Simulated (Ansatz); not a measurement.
Output of an Ansatz run (abridged):

```
WARN ansatz: RAYON_NUM_THREADS=1 ignored (pool sized by the plan → 1); use --threads N
Pseudopotentials: kind: paw
Pseudopotential: W, paw, valence charge 14
Pseudopotential: Zn, paw, valence charge 12
Crystal: 4 atoms, lattice volume = 64.129 Å³
Basis set: ecut = 420 eV, 1299 PW (Γ), exchange–correlation on 72×72×72 points (8 copies of the dense FFT grid, shifted against one another)
Bands: 33, of which v1, the nominal top of the filled ones, is band 27 counted from 1 (26 counted from 0)
Symmetry: 16 space group operations
Space group: I4/mmm (ITA 139), of the structure as read, at distance tolerance 4.0e-5 Å
k-points: 59 of 512
Initial density: superposition of atomic densities (neutral atoms: chi_scale 0, normalization atom), corrected by the library's trained network
Initial wavefunctions: pseudopotential atomic-orbital guess
Eigensolver: davidson
Functional: x = pbe(κ = 0.804, μ = 0.2195149727645171), c = pbe(β = 0.06672455060314922)
SCF iter   1: F=—  HF=-34471.968432 eV  |F-HF|=—  |Δ(HF+E_count)|=         —  Δρ=4.12e-3  dr2=6.77e-3  ethr=1.77e-3  ⟨swp⟩=5.1  Hψ=7687  notcnv=0
all-band conjugate gradients solve this SCF's bands
preconditioner: auto → Kerker (q_TF=auto, 2.651 Å⁻¹)
SCF iter   2: F=—  HF=-34471.967440 eV  |F-HF|=—  |Δ(HF+E_count)|=   9.92e-4  S|Δr|=    0.00e0  Δρ=2.41e-3  dr2=2.44e-3  ethr=1.25e-5  ⟨swp⟩=1.0  Hψ=2420  notcnv=0
SCF iter   3: F=—  HF=-34471.967022 eV  |F-HF|=—  |Δ(HF+E_count)|=   4.18e-4  S|Δr|=    0.00e0  Δρ=2.94e-4  dr2=4.47e-5  ethr=4.52e-6  ⟨swp⟩=2.3  Hψ=2807  notcnv=0
SCF iter   4: F=—  HF=-34471.967025 eV  |F-HF|=—  |Δ(HF+E_count)|=   3.19e-6  S|Δr|=    0.00e0  Δρ=2.59e-4  dr2=2.47e-5  ethr=8.27e-8  ⟨swp⟩=2.0  Hψ=2773  notcnv=0
SCF iter   5: F=—  HF=-34471.967010 eV  |F-HF|=—  |Δ(HF+E_count)|=   1.48e-5  S|Δr|=    0.00e0  Δρ=3.80e-5  dr2=6.96e-7  ethr=4.57e-8  ⟨swp⟩=2.0  Hψ=2523  notcnv=0
SCF iter   6: F=-34471.967010 eV  HF=-34471.967010 eV  |F-HF|=2.66e-8  |Δ(HF+E_count)|=   2.56e-8  S|Δr|=    0.00e0  Δρ=1.35e-5  dr2=7.71e-8  ethr=1.85e-10  ⟨swp⟩=7.4  Hψ=8162  notcnv=0
SCF 1 converged in 6 iterations: F = -34471.967010 eV  dr2 = 7.71e-8
SCF converged after 6 iterations
Stability not checked (fill_not_monotonic)
Free energy (F): -34471.967010 eV
Harris-Foulkes:  -34471.967010 eV  (|F-HF|=2.66e-8)
Internal energy: -34471.963752 eV  (E = F + TS)
E sigma→0 (E₀):  -34471.965924 eV
Entropy (-TS):   -0.003258 eV (-0.815 meV/atom)
Fermi energy:    19.101204 eV
--- Per-component energies (eV) ---
  E_band       = -230.856367
  E_kinetic    = 1475.902810
  E_local      = -3390.947112  (includes V_loc(G=0)·N_el)
  E_nonlocal   = 610.721525
  E_hartree    = 1300.955637
  E_xc         = -936.899126
  E_vxc        = -766.933566  (∫ρ·V_xc dr)
  E_paw        = -27509.287622  (= ΣΔE_a)
  E_vpaw       = -761.500893  (= ΣTr[D̂ρ^β])
  E_aug_tail   = -0.000533  (compensation charges beyond the density's cutoff)
  E_ewald      = -6022.409331
  E_smearing   = -0.003258  (= −TS)
  E_closure    = -0.000000  (closes the sum)
  Σ components = -34471.967010   (vs F -34471.967010, Δ=0.00e0)
--- Forces (eV/Å), atoms counted from 1 ---
  atom   1  W      0.00000000     0.00000000     0.00000000
   [... zero for the other atoms too ...]
  max |Σ_I F_I| component: 8.67e-19 eV/Å
--- Stress (GPa, compression-positive) ---
       -4.609240       0.000000       0.000000
        0.000000      -4.609240       0.000000
        0.000000       0.000000      -7.901021
  P = ⅓ Tr σ = -5.7065 GPa (-57.065 kbar)
  The stress holds the Pulay correction. Without it, at fixed plane waves, as pw.x and ABINIT print it: P = -5.7857 GPa
--- Band table (eV; the first three rows and the last of 59) ---
  k-point 0: bands = ["-54.8466", "-54.7606", "-54.6899", "-19.4113", "-19.4113", "-19.3771", "-19.0978", "-19.0978", "-18.8740", "-18.6018", "-18.5893", "-18.5893", "9.5595", "11.6526", "11.7000", "11.7492", "11.9705", "11.9705", "14.3682", [...]
  k-point 1: bands = ["-54.8381", "-54.7599", "-54.6989", "-19.4730", "-19.3053", "-19.2883", "-19.1437", "-19.1053", "-18.8425", "-18.7272", "-18.6147", "-18.5796", "9.9979", "11.7107", "11.7914", "11.8128", "11.9388", "11.9799", "14.5753", [...]
  k-point 2: bands = ["-54.8183", "-54.7576", "-54.7204", "-19.5509", "-19.2296", "-19.1905", "-19.1589", "-19.0134", "-18.9834", "-18.7893", "-18.6579", "-18.5583", "11.1435", "11.7860", "11.8438", "11.9504", "11.9791", "11.9810", "14.1969", [...]
  k-point 58: bands = ["-54.8130", "-54.7944", "-54.6900", "-19.4892", "-19.4892", "-19.0825", "-18.9920", "-18.9920", "-18.9190", "-18.8673", "-18.6135", "-18.6135", "11.4900", "11.5598", "11.7545", "11.8061", "11.8061", "12.1039", "12.1043", [...]
```

The structure:

```xyz
4
Lattice="-1.9308 1.9308 4.3007 1.9308 -1.9308 4.3007 1.9308 1.9308 -4.3007" Properties=species:S:1:pos:R:3 pbc="T T T"
W      0.0000     0.0000     4.3007
W      0.0000     1.9308     2.1503
W      1.9308     0.0000     2.1503
Zn     0.0000     0.0000     0.0000
```

Task: What input produced this log?

Result: Other spellings and defaults could give the same log, and not every line can be read from it. The input that was run (DFT, PBE, plane waves, default PAW files):

Ansatz 0.2 input:
```yaml
crystal:
  lattice:
    - [-1.93076000, 1.93076000, 4.30066000]
    - [1.93076000, -1.93076000, 4.30066000]
    - [1.93076000, 1.93076000, -4.30066000]
  atoms:
    - { symbol: W, position: [0.50000000, 0.50000000, 0.00000000] }
    - { symbol: W, position: [0.75000000, 0.25000000, 0.50000000] }
    - { symbol: W, position: [0.25000000, 0.75000000, 0.50000000] }
    - { symbol: Zn, position: [0.00000000, 0.00000000, 0.00000000] }
basis:
  ecutwfc: 420.0
kpoints:
  mp_grid: { grid: [8, 8, 8] }
hamiltonian:
  xc: pbe
  pseudopotentials: { kind: paw }
scf:
  occupations: { method: cold, width: 0.2 }
output:
  forces: true
  eigenvalues: true
  stress: true
```

The starting cell was generated: these elements placed on a structure prototype, without a prior relaxation; it need not be a known phase or ordering of this composition. Spin-orbit coupling is off. Spin polarisation is off. With a pressure of about -6 GPa the cell is away from its equilibrium volume at this level. Ansatz's pressure includes its estimate of the finite-basis (Pulay) stress.

Ansatz is a first-principles code.
